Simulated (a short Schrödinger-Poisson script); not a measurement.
System: gated Al0.3Ga0.7N/GaN polarisation-induced gas, at 77 K.

```
layer     material  thickness (nm)  Na (cm⁻³)
-----  -----------  --------------  ---------
1      Al0.3Ga0.7N              15          -
2              GaN            6000       3e15
```

The device is made up for the run: typed textbook-type constants, with dimensions and the other settings drawn at random. Al0.3Ga0.7N: permittivity 9.32, conduction-band edge (eV) 0.414, gap (eV) 4.021, electron mass (mₑ) 0.236, Nv at 300 K (cm⁻³) 4.6e19. GaN: permittivity 9.5, conduction-band edge (eV) 0, gap (eV) 3.43, Nv at 300 K (cm⁻³) 4.6e19.

Channel valleys (confinement mass, in-plane density-of-states mass, number): Γ 0.2, 0.2, 1. At the gate the conduction-band edge of layer 1 lies 1.23 eV − eVg above the Fermi level of the channel; the field vanishes at the back. Sheet of polarisation charge: +1.5e13 e/cm² at 15 nm from the gate. The barrier under the gate holds no holes. Gaps are held at their typed values at every temperature. Mesh 0.08 nm at interfaces.

Solved with a short Schrödinger-Poisson script written for these runs: 1D Poisson equation in equilibrium, electrons quantum, Hartree plus LDA exchange-correlation (BenDaniel-Duke, 40 states a valley, the channel's in-plane mass for all, wave functions free to enter the barrier), parabolic valleys, classical holes, full ionisation, no traps, pinning or gate leakage.

The same stack at other levels of the model or other numerical settings:

```tsv
run	sheet density of all electrons at Vg = 0.5 V (cm⁻²)	sheet density of all electrons at Vg = -2 V (cm⁻²)	capacitance at Vg = 0.5 V (μF/cm²)	centroid of the channel electrons at Vg = 0.5 V (nm)	rough cost against the base
base	1.24e13	4.38e12	0.526	1.51	about 1
electrons treated as classical, Boltzmann	1.33e13	4.82e12	0.546	0.21	0.01
electrons treated as classical, Fermi-Dirac	1.23e13	4.39e12	0.508	1.43	0.05
electrons treated as quantum, Hartree	1.23e13	4.26e12	0.524	1.66	0.6
mesh six times as coarse	1.24e13	4.37e12	0.526	1.45	0.3
one subband a valley	1.24e13	4.38e12	0.523	1.34	0.2
```

The classical rows ignore confinement, and Boltzmann statistics overrate the density once the band edge passes the Fermi level.
